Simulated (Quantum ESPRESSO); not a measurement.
Quantum ESPRESSO run on NaMoO₂ (R-3m, 4 atoms in the cell): self-consistent single point.

Method of the run: PBEsol+U, GBRV 1.5 ultrasoft (PBESOL) pseudopotentials (plane waves; Quantum ESPRESSO 7.5).

```
NaMoO2
1.0
    1.61678    -0.93344     5.21932
    0.00000     1.86689     5.21932
   -1.61678    -0.93344     5.21932
Na Mo O
1 1 2
Cartesian
  0.00000   0.00000   7.82898
  0.00000   0.00000   0.00000
  0.00000   0.00000   4.15091
  0.00000   0.00000  11.50704
```
Moments meant for the start (each program seeds them in its own way; μB, in the order of the atoms Na Mo O O): 0.0 2.0 0.0 0.0.

Reference input (self-consistent single point, DFT, PBEsol+U, plane waves, GBRV 1.5 ultrasoft (PBESOL) pseudopotentials): ecutwfc = 40 Ry; ecutrho = 320 Ry; occupations = smearing; smearing = gauss; degauss = 0.000734986 Ry; nspin = 2; potentials = {Na: na_pbesol_v1.5.uspp.F.UPF, Mo: mo_pbesol_v1.uspp.F.UPF, O: o_pbesol_v1.2.uspp.F.UPF}; K_POINTS = automatic 6 6 6 0 0 0; HUBBARD = ortho-atomic; U Mo-4d 4.38 eV; conv_thr = 1e-09 Ry; mixing_beta = 0.3. This run's input differs from it in these lines:

```diff
@@ -38,3 +38,3 @@
 HUBBARD {ortho-atomic}
-U Mo-4d 4.38
+U Mo-4d 5
```

Log, with long lists cut:

```
     Self-consistent Calculation

     iteration #  1     ecut=    40.00 Ry     beta= 0.30

     =================== HUBBARD OCCUPATIONS ===================
     ------------------------ ATOM    2 ------------------------
     Tr[ns(  2)] (up, down, total) =   3.53590  0.45951  3.99541
     Atomic magnetic moment for atom   2 =   3.07638
     SPIN  1
     eigenvalues:
       0.297  0.297  0.979  0.982  0.982
     SPIN  2
     eigenvalues:
       0.050  0.055  0.055  0.150  0.150

     Number of occupied Hubbard levels =    3.9954

     negative rho (up, down):  0.000E+00 1.150E-04

     total energy              =    -298.71923522 Ry
   [... lines left out ...]

     total energy              =    -298.87632663 Ry
     estimated scf accuracy    <       0.00000001 Ry

     total magnetization       =     3.00 Bohr mag/cell
     absolute magnetization    =     3.02 Bohr mag/cell

     iteration # 13     ecut=    40.00 Ry     beta= 0.30

     negative rho (up, down):  0.000E+00 1.984E-03

     Magnetic moment per site  (integrated on atomic sphere of radius R)
     atom   1 (R=0.180)  charge=  8.0218  magn=  0.0011
     atom   2 (R=0.160)  charge=  9.8313  magn=  1.8129
     atom   3 (R=0.160)  charge=  5.8590  magn=  0.0567
     atom   4 (R=0.160)  charge=  5.8590  magn=  0.0567
     End of self-consistent calculation

     =================== HUBBARD OCCUPATIONS ===================
     ------------------------ ATOM    2 ------------------------
     Tr[ns(  2)] (up, down, total) =   3.59300  0.74222  4.33522
     Atomic magnetic moment for atom   2 =   2.85078
     SPIN  1
     eigenvalues:
       0.309  0.309  0.989  0.993  0.993
     SPIN  2
     eigenvalues:
       0.083  0.088  0.088  0.241  0.241

     Number of occupied Hubbard levels =    4.3352

     the Fermi energy is    12.4549 ev

!    total energy              =    -298.87632665 Ry
     estimated scf accuracy    <          1.9E-10 Ry
     smearing contrib. (-TS)   =      -0.00000000 Ry
     internal energy E=F+TS    =    -298.87632665 Ry

     Hubbard energy            =       0.19385906 Ry

   [... lines left out ...]
     total magnetization       =     3.00 Bohr mag/cell
     absolute magnetization    =     3.02 Bohr mag/cell
     Total force =     0.002372     Total SCF correction =     0.000006
   [... lines left out ...]

     negative rho (up, down):  0.000E+00 1.984E-03
          total   stress  (Ry/bohr**3)                   (kbar)     P=       20.99
   0.00012358   0.00000000  -0.00000000           18.18        0.00       -0.00
  -0.00000000   0.00012358   0.00000000           -0.00       18.18        0.00
   0.00000000   0.00000000   0.00018095            0.00        0.00       26.62

   JOB DONE.
```

The run converged in 13 iterations. Against the reference run the pressure goes from 1.54 to 2.10 GPa, the largest force goes from 0.009 to 0.043 eV/Å, the gap on the mesh goes from 2.575 to 2.721 eV and the size of the net moment stays at 0.75 μB/atom.

The starting cell comes from a database of computed structures (which also holds hypothetical and non-ambient phases and stackings), without a prior relaxation at this level. With one magnetic atom in the cell only a parallel order is possible. With U or open f shells several self-consistent states can exist.

Cost on one core of a shared machine: roughly 2 min.
